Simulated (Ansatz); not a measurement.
Seebeck coefficient (μV/K, mean over directions) of n-type K₃SiF₇ (P4/mbm) against carrier density, PBEsol, rigid bands run with Ansatz (a first-principles code). Computed gap 6.17 eV; densities at which minority carriers matter at this gap, or further valleys turn the trend, are left out. Conductivity mass 0.55 mₑ (harmonic mean over directions), N_c = 1.0e19 cm⁻³ at 300 K.

```tsv
electron density	300 K	500 K
1e16 cm⁻³	…	…
1e17 cm⁻³	-614	-680
1e18 cm⁻³	-416	-482
3e18 cm⁻³	-323	-388
1e19 cm⁻³	-224	-287
3e19 cm⁻³	-143	-199
1e20 cm⁻³	…	-115
3e20 cm⁻³	-37	-61
1e21 cm⁻³	-17	-29
```

Q: What belongs in the gaps?

A: 
- 1e16 cm⁻³, 300 K: -812
- 1e16 cm⁻³, 500 K: -879
- 1e20 cm⁻³, 300 K: -74

Rigid bands with a gap fixed in temperature, one relaxation time for all states, no polarons or phonon drag, and whether or not such doping can be reached. Spin-orbit coupling is left out.

Computed structure with no diffraction record at hand here (it may be known, metastable or hypothetical): K3SiF7 (P4/mbm).
